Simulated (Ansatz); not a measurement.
The reference is Pt in the fcc (Cu type) structure (space group Fm-3m, No. 225; relaxed with 0.1 eV smearing).

```xyz
1
Lattice="0.0000 1.9477 1.9477 1.9477 0.0000 1.9477 1.9477 1.9477 0.0000" Properties=species:S:1:pos:R:3 pbc="T T T"
Pt     0.0000     0.0000     0.0000
```

Cartesian axes are those of the cell as printed.

Computed with DFT with LDA, PAW potentials and a 420 eV plane-wave cutoff in Ansatz (a quantum-chemistry and plane-wave program), no SOC.

Strains are applied to the cell and any free atomic positions relax; under biaxial strain the out-of-plane vector relaxes too.

One change was made to it. Results:

The energy goes up by 8.7 meV/atom; the shortest interatomic distance shrinks by 0.011 Å to 2.743 Å.

Task: Which of these changes matches the shifts?
A) biaxial strain +2.00 %, plane normal [001], relaxed out of plane
B) biaxial strain −2.00 %, plane normal [001], relaxed out of plane
C) biaxial strain +1.50 %, plane normal [001], relaxed out of plane
D) biaxial strain +2.50 %, plane normal [001], relaxed out of plane

Result: A, biaxial strain +2.00 %, plane normal [001], relaxed out of plane. For comparison, the energy relative to the base in the other runs: biaxial strain +2.50 %, plane normal [001], relaxed out of plane gives +13 meV/atom; biaxial strain +1.50 %, plane normal [001], relaxed out of plane gives +5.1 meV/atom; biaxial strain −2.00 %, plane normal [001], relaxed out of plane gives +12 meV/atom.

Stability against distortions was not tested. The final runs are not spin-polarised.
